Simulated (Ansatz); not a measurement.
Take MoS2 (space group P6_3/mmc, No. 194; a = 3.1730 Å, c = 12.4366 Å; layered, stacked along the Cartesian z axis) as the base.

All numbers come from Ansatz (a quantum-chemistry and plane-wave program) r2SCAN+rVV10, spin-orbit coupling left out.

Before the change:

```
Item                                                  Result
----------------------------  ------------------------------
Gap between the host's bands                         1.01 eV
Gap character                 indirect, Γ → K–Γ (47 % along)
```

Modification: electron doping at 1.0×10^22 cm⁻³ (1.08 per cell), with a uniform compensating background at fixed cell and a 300 K Fermi–Dirac width.

### Question
Predict the new gap between the host's bands, Fermi level from band edge, largest internal atomic displacement and gap character.

### Answer
The gap between the host's bands falls by 0.066 eV (1.01 eV → 0.95 eV); the Fermi level relative to the doped band's edge (positive inside the band; to 0.05 eV) comes out as +0.60 eV; the largest internal atomic displacement comes out as 0.026 Å; the gap character stays indirect, Γ → K–Γ (47 % along).

Charged cell with a jellium background: band edges are those of the host's band count, energies are not comparable with the neutral cell, and many-body gap narrowing is missing. No phonon test of stability was made.
